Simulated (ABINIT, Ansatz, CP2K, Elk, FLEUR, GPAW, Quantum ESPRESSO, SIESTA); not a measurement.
**Code comparison for Nb (Im-3m, 1 atom in the cell)**

Self-consistent single point, at a second geometry (lattice scaled by 0.98). First geometry:

```
Nb
1.0
   -1.68370     1.68370     1.68370
    1.68370    -1.68370     1.68370
    1.68370     1.68370    -1.68370
Nb
1
Direct
  0.00000   0.00000   0.00000
```

Shared settings, as Ansatz (a quantum-chemistry and plane-wave program) writes them: kpoints.mp_grid.grid = 11 11 11; scf.occupations.method = fermi_dirac; scf.occupations.width = 0.0073 Ry. Potentials and cutoffs stand in the table.

| code | model | ΔF from the first geometry (meV/atom) | pressure (GPa) | cutoff |
|---|---|---|---|---|
| Ansatz | PBE, default PAW files | -19.8 | 2.23 | 30.9 Ry |
| SIESTA | GGA PBE, numerical atomic orbitals DZP, PseudoDojo PBE standard norm-conserving potentials (rewritten from UPF to PSML) | -20.8 | 2.41 | grid 350 Ry |
| CP2K | PBE, GPW, DZVP-MOLOPT-PBE-GTH basis, GTH-PBE potentials (POTENTIAL_UZH) | -9.2 | 3.93 | grid 500 Ry |
| ABINIT | PBE, norm-conserving pseudopotentials (PseudoDojo nc-sr-05 PBE standard) | -18.9 | 2.36 | 82 Ry |
| Elk | PBE, all-electron FP-LAPW, Elk's shipped species files, APW+lo basis with extra local orbitals | -16.0 | – | rgkmax 8 |
| Quantum ESPRESSO | PBE, PseudoDojo standard norm-conserving (PBE) pseudopotentials | -18.9 | 2.40 | 85 Ry |
| FLEUR | PBE, all-electron FLAPW (FLEUR), scalar-relativistic valence | -15.3 | – | Kmax 3.9 1/bohr |
| GPAW | PBE, GPAW PAW datasets PBE (gpaw-data 1.0.1) | -24.4 | 1.44 | 550 eV |

A dash marks a value that a program does not give, or that is left out as unsure.

On Ansatz's run: spin polarisation is off.

The spread over the programs that give each value: ΔF from the first geometry within 15.2 meV/atom; pressure within 2.49 GPa.

SIESTA and CP2K use small atom-centred bases, whose incompleteness enters pressures, forces and empty levels differently from a plane-wave cutoff. Elk and FLEUR treat all electrons, but the usual bases taken here (sphere radii, linearisation, local orbitals, empty states) were not tested for convergence, so the values are no reference for the others. Ansatz's pressure is given at a fixed set of plane waves, as the other plane-wave codes print theirs; with its correction for the finite basis it is 2.26 GPa. In the pressure, CP2K (by 1.63) lies more than 1 GPa from the median of the plane-wave programs.

The starting cell comes from a database of computed structures (which also holds hypothetical and non-ambient phases and stackings), without a prior relaxation at this level. Its lattice was rescaled by a random factor within 2.5 % of one. For this run, on top of that: lattice scaled by 0.98.

Keys are those of Ansatz 0.2.
